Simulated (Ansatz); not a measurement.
Consider TlInTe2 (space group I4/mcm, No. 140; a = 8.403 Å, c = 7.133 Å).

The values are results of DFT with PBEsol, PAW potentials and a 420 eV plane-wave cutoff in Ansatz (a quantum-chemistry and plane-wave program), spin-orbit coupling left out, not measurements.

Before the change:

| Item | Value |
|---|---|
| Gap between the host's bands | 0.27 eV |
| Gap character | indirect, M → X–P (67 % along) |

The change: electron doping at 2.0×10^21 cm⁻³ (0.504 per cell), with a uniform compensating background at fixed cell and a 300 K Fermi–Dirac width.

### Question
What does the calculation give for the gap between the host's bands, largest internal atomic displacement, gap character and Fermi level from band edge after the change?

### Answer
The gap between the host's bands falls by 0.07 eV, from 0.27 eV to 0.20 eV; the largest internal atomic displacement comes out as 0.032 Å; the gap character remains indirect, M → X–P (67 % along); the Fermi level relative to the doped band's edge (positive inside the band; to 0.05 eV) comes out as +0.45 eV.

Charged cell with a jellium background: band edges are those of the host's band count, energies are not comparable with the neutral cell, and many-body gap narrowing is missing. Spin-orbit coupling, missing from the scalar runs, can matter with Te and Tl. Whether these cells are dynamically stable was not tested. The zero or small gap of TlInTe2 can change with the level of theory.
